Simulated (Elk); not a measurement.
**Input and output of a self-consistent single point for Ge (Fd-3m, 2 atoms in the cell) (Elk)**

Method: LDA (PW92), all-electron FP-LAPW, Elk's shipped species files, LAPW+lo basis run with Elk.

This input was run:

```
tasks
  0

rgkmax
  7.5

gmaxvr
  14.0

nxoapwlo
  1

rmtscf
  0.91

stype
  1

swidth
  0.00499791

maxscl
  100

avec
    0.0000000000    5.3619561492    5.3619561492
    5.3619561492    0.0000000000    5.3619561492
    5.3619561492    5.3619561492    0.0000000000

atoms
  1
  'Ge.in'
  2
  0.5000000000  0.5000000000  0.5000000000    0.0 0.0 0.0
  0.7500000000  0.7500000000  0.7500000000    0.0 0.0 0.0

ngridk
  8 8 8
```

Log, with long lists cut:

```
│ Elk code version 10.2.4 │

All units are atomic (Hartree, Bohr, etc.)

│ Ground-state run starting from atomic densities │

Lattice vectors :
   0.000000000       5.361956149       5.361956149
   5.361956149       0.000000000       5.361956149
   5.361956149       5.361956149       0.000000000

Unit cell volume      :    308.3186314
Brillouin zone volume :   0.8045255401

Muffin-tin inner radius fraction :   0.1000000000E-01

Nuclei treated as point charges

Species :    1 (Ge)
 parameters loaded from : Ge.in
 name : germanium
 nuclear charge    :   -32.00000000
 electronic charge :    32.00000000
 atomic mass :    132414.6195
 muffin-tin radius :    2.184000000
 number of radial points in muffin-tin :    497
 atomic positions (lattice), magnetic fields (Cartesian) :
   1 :   0.37500000  0.37500000  0.37500000    0.00000000  0.00000000  0.00000000
   2 :  -0.37500000 -0.37500000 -0.37500000    0.00000000  0.00000000  0.00000000

Total number of atoms per unit cell :    2

Spin treatment :
 spin-unpolarised

Number of Bravais lattice symmetries :   48
Number of crystal symmetries         :   48
Crystal has inversion symmetry
Real symmetric eigensolver will be used

k-point grid :      8     8     8
k-point offset :    0.000000000       0.000000000       0.000000000
k-point set is reduced with full crystal symmetry group
Total number of k-points :       29

Muffin-tin radius times maximum |G+k| :    7.500000000
 using average radius
Maximum |G+k| for APW functions       :    3.434065934
Maximum (1/2)|G+k|²                   :    5.896404420
Maximum |G| for potential and density :    14.00000000
 potential will be trimmed for |G| > 2 gkmax
Constant for pseudocharge density :    8
Radial integration step length :    4

G-vector grid sizes :     35    35    35
Number of G-vectors :    14211

Maximum angular momentum used for
 APW functions                      :    8
 outer part of muffin-tin           :    6
 inner part of muffin-tin           :    1

Total nuclear charge    :   -64.00000000
Total core charge       :    36.00000000
Total valence charge    :    28.00000000
Total excess charge     :    0.000000000
Total electronic charge :    64.00000000

Effective Wigner radius, rₛ :    1.047716368

Number of empty states         :    8
Total number of valence states :   22
Total number of core states    :   36

Total number of local-orbitals :   30

Exchange-correlation functional :      3     0     0
 Perdew-Wang/Ceperley-Alder, Phys. Rev. B 45, 13244 (1992)
 gradient requirement :    0
 local density approximation (LDA)

Smearing type :    1
 Methfessel-Paxton order 1, Phys. Rev. B 40, 3616 (1989)
Smearing width :   0.4997910000E-02
Effective electronic temperature (K) :    1578.215154

Mixing type :    3
 Broyden mixing, J. Phys. A: Math. Gen. 17, L317 (1984)

Kohn-Sham potential initialised from atomic data

│ Self-consistent loop started │
│ Loop number : 1 │
 total energy                :     -4195.80614407
│ Loop number : 2 │
 total energy                :     -4195.80370236
RMS change in Kohn-Sham potential (target) :   0.4005148234E-01 (  0.1000000000E-05)
Absolute change in total energy (target)   :   0.2441707559E-02 (  0.1000000000E-03)
│ Loop number : 3 │
 total energy                :     -4195.79577932
RMS change in Kohn-Sham potential (target) :   0.3996529641E-01 (  0.1000000000E-05)
Absolute change in total energy (target)   :   0.8533475536E-02 (  0.1000000000E-03)
│ Loop number : 4 │
 total energy                :     -4194.43773527
RMS change in Kohn-Sham potential (target) :   0.2431734620E-01 (  0.1000000000E-05)
Absolute change in total energy (target)   :    1.360177414     (  0.1000000000E-03)
│ Loop number : 5 │
 total energy                :     -4193.14482377
RMS change in Kohn-Sham potential (target) :   0.9314795268E-02 (  0.1000000000E-05)
Absolute change in total energy (target)   :    1.632955849     (  0.1000000000E-03)
│ Loop number : 6 │
 total energy                :     -4192.57221866
RMS change in Kohn-Sham potential (target) :   0.2599356506E-02 (  0.1000000000E-05)
Absolute change in total energy (target)   :   0.9808440796     (  0.1000000000E-03)
│ Loop number : 7 │
 total energy                :     -4192.34912948
RMS change in Kohn-Sham potential (target) :   0.2654305043E-03 (  0.1000000000E-05)
Absolute change in total energy (target)   :   0.4683001973     (  0.1000000000E-03)
│ Loop number : 8 │
 total energy                :     -4192.35651001
RMS change in Kohn-Sham potential (target) :   0.1179141432E-03 (  0.1000000000E-05)
Absolute change in total energy (target)   :   0.1096945201     (  0.1000000000E-03)
│ Loop number : 9 │
 total energy                :     -4192.36142977
RMS change in Kohn-Sham potential (target) :   0.9681098819E-05 (  0.1000000000E-05)
Absolute change in total energy (target)   :   0.2250387336E-01 (  0.1000000000E-03)
│ Loop number : 10 │
 total energy                :     -4192.36148289
RMS change in Kohn-Sham potential (target) :   0.2591140524E-05 (  0.1000000000E-05)
Absolute change in total energy (target)   :   0.5572844033E-02 (  0.1000000000E-03)
│ Loop number : 11 │
 total energy                :     -4192.36121164
RMS change in Kohn-Sham potential (target) :   0.7560220411E-06 (  0.1000000000E-05)
Absolute change in total energy (target)   :   0.1664457194E-02 (  0.1000000000E-03)
│ Loop number : 12 │
 total energy                :     -4192.36117789
RMS change in Kohn-Sham potential (target) :   0.3463195730E-06 (  0.1000000000E-05)
Absolute change in total energy (target)   :   0.4498688622E-03 (  0.1000000000E-03)
│ Loop number : 13 │
 total energy                :     -4192.36117848
RMS change in Kohn-Sham potential (target) :   0.2599332538E-07 (  0.1000000000E-05)
Absolute change in total energy (target)   :   0.1118787804E-03 (  0.1000000000E-03)
│ Loop number : 14 │
 total energy                :     -4192.36117822
RMS change in Kohn-Sham potential (target) :   0.1013127472E-07 (  0.1000000000E-05)
Absolute change in total energy (target)   :   0.2822774604E-04 (  0.1000000000E-03)
Convergence targets achieved

│ Loop number : 15 │

Energies :
 Fermi                       :     0.194666299438
 sum of eigenvalues          :     -2413.88114815
 electron kinetic            :      4279.13183950
 core electron kinetic       :      3964.15325854
 Coulomb                     :     -8317.90221813
 Coulomb potential           :     -6489.58134262
 nuclear-nuclear             :     -441.981418028
 electron-nuclear            :     -9262.26025757
 Hartree                     :      1386.33945747
 Madelung                    :     -5073.11154681
 xc potential                :     -203.431645020
 exchange                    :     -147.842095329
 correlation                 :     -5.74870473935
 total energy                :     -4192.36117869

Density of states at Fermi energy :    3.992810341
 (states/Hartree/unit cell)

Estimated indirect band gap :   0.1009900725E-01
 from k-point      1 to k-point      1
Estimated direct band gap   :   0.1009900725E-01
 at k-point      1

Charges :
 core                        :    36.00000000
 valence                     :    28.00000000
 interstitial                :    3.873628839
 muffin-tins (core leakage)
  species :    1 (Ge)
   atom    1                 :    30.06318558     (  0.1166624483E-02)
   atom    2                 :    30.06318558     (  0.1166624483E-02)
 total in muffin-tins        :    60.12637116
 total calculated charge     :    63.98607083
 total charge                :    64.00000000
 error                       :   0.1392916806E-01

│ Self-consistent loop stopped │
```

The run converged in 15 iterations. The count includes the last loop, which Elk runs after its targets are met.

The starting cell comes from a database of computed structures (which also holds hypothetical and non-ambient phases and stackings), without a prior relaxation at this level. Values depend on the basis (sphere radii, cutoffs, local orbitals), which need not be converged. The log's line on a gap gives a spacing of levels on this mesh, which the program prints for metals too.
